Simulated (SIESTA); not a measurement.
Band structure of TlCrTe₂ (P-3m1, 4 atoms in the cell).

```yaml
crystal:
  lattice:
    - [4.10983, 0.00000, 0.00000]
    - [-2.05491, 3.55922, 0.00000]
    - [0.00000, 0.00000, 7.94888]
  atoms:
    - { symbol: Cr, position: [0.00000, 0.00000, 0.50000], spin: 3.0 }
    - { symbol: Tl, position: [0.00000, 0.00000, 0.00000] }
    - { symbol: Te, position: [0.66667, 0.33333, 0.68330] }
    - { symbol: Te, position: [0.33333, 0.66667, 0.31670] }
```
(The spins are starting values, not results.)

Level of theory: SIESTA 5.4.2 with LDA PW92, numerical atomic orbitals DZP, PseudoDojo LDA standard norm-conserving potentials (rewritten from UPF to PSML).

Settings: XC.functional = LDA; XC.authors = PW92; potentials = PseudoDojo LDA standard; PAO.BasisSize = DZP; PAO.EnergyShift = 0.01 Ry; MeshCutoff = 300 Ry; kgrid.MonkhorstPack = 5 5 3; OccupationFunction = MP; OccupationMPOrder = 0; ElectronicTemperature = 1578.21 K; Spin = polarized; DM.InitSpin = [1 +3.00, 2 +0.00, 3 +0.00, 4 +0.00]; MaxSCFIterations = 150; SCF.Mixer.Method = Pulay.

The starting cell comes from a database of computed structures (which also holds hypothetical and non-ambient phases and stackings), without a prior relaxation at this level. Spin-orbit coupling is off. With one magnetic atom in the cell only a parallel order is possible. Values carry the incompleteness of an atom-centred basis.

Levels in eV from the Fermi level, bands 28 to 33 of the first spin channel:
```json
[
 {"point": "Γ", "28": "-1.56", "29": "-0.75", "30": "-0.18", "31": "-0.18", "32": "1.60", "33": "1.60"},
 {"point": "M", "28": "-2.07", "29": "-1.41", "30": "-1.34", "31": "-1.24", "32": "1.41", "33": "1.41"},
 {"point": "K", "28": "-2.81", "29": "-1.45", "30": "-1.01", "31": "-1.01", "32": "-0.24", "33": "-0.24"},
 {"point": "A", "28": "-1.06", "29": "-0.10", "30": "-0.10", "31": "0.83", "32": "1.52", "33": "1.52"},
 {"point": "L", "28": "-1.76", "29": "-1.68", "30": "-1.34", "31": "-1.26", "32": "0.07", "33": "0.90"},
 {"point": "H", "28": "-1.51", "29": "-1.50", "30": "-1.16", "31": "-1.16", "32": "0.73", "33": "0.73"}
]
```

Bands cross the Fermi level along this path, so the cell is metallic at this level.

Higher empty bands are left out: an atom-centred basis made for the valence describes them poorly.

The net moment of the cell came out as 3.07 μB.
